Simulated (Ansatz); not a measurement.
The starting structures come from a database of crystals and need not be the phases stable at ambient conditions.

The decay constant κ of evanescent states in the gap governs leakage through a thin film.

Given:

```yaml
crystal:
  lattice:
    - [7.06275, 0.00000, 0.00000]
    - [0.00000, 9.98824, 0.00000]
    - [3.53138, 4.99412, 3.53138]
  atoms:
    - { symbol: Sn, position: [0.00000, 0.00000, 0.00000] }
    - { symbol: H, position: [0.38062, 0.30969, 0.00000] }
    - { symbol: H, position: [0.61938, 0.69031, 0.00000] }
    - { symbol: H, position: [0.61938, 0.92907, 0.76124] }
    - { symbol: H, position: [0.38062, 0.07093, 0.23876] }
    - { symbol: H, position: [0.61938, 0.30969, 0.00000] }
    - { symbol: H, position: [0.38062, 0.69031, 0.00000] }
    - { symbol: H, position: [0.38062, 0.69031, 0.23876] }
    - { symbol: H, position: [0.61938, 0.30969, 0.76124] }
    - { symbol: N, position: [0.50000, 0.25000, 0.00000] }
    - { symbol: N, position: [0.50000, 0.75000, 0.00000] }
    - { symbol: Cl, position: [0.50693, 0.75346, 0.49307] }
    - { symbol: Cl, position: [0.49307, 0.24654, 0.50693] }
    - { symbol: Cl, position: [0.00000, 0.24654, 0.50693] }
    - { symbol: Cl, position: [0.00000, 0.75346, 0.49307] }
    - { symbol: Cl, position: [0.00000, 0.75346, 0.00000] }
    - { symbol: Cl, position: [0.00000, 0.24654, 0.00000] }
```

The cell was relaxed by PBE-D3(BJ); by r2SCAN it stands under a pressure of -0.8 GPa.

Transport runs along the normal of the first two printed cell vectors, the (110) plane of the conventional cell.

The gap is the functional's own. No spin-orbit coupling. Mid-gap values are those at the computed energy nearest the middle.

**Question.** Predict the band gap and the smallest decay constant κ at mid-gap from r2SCAN in Ansatz (an electronic-structure program).

**Answer.** Gap 2.67 eV on a 8×8×8 mesh; κ = 0.281 1/Å, at the zone centre.
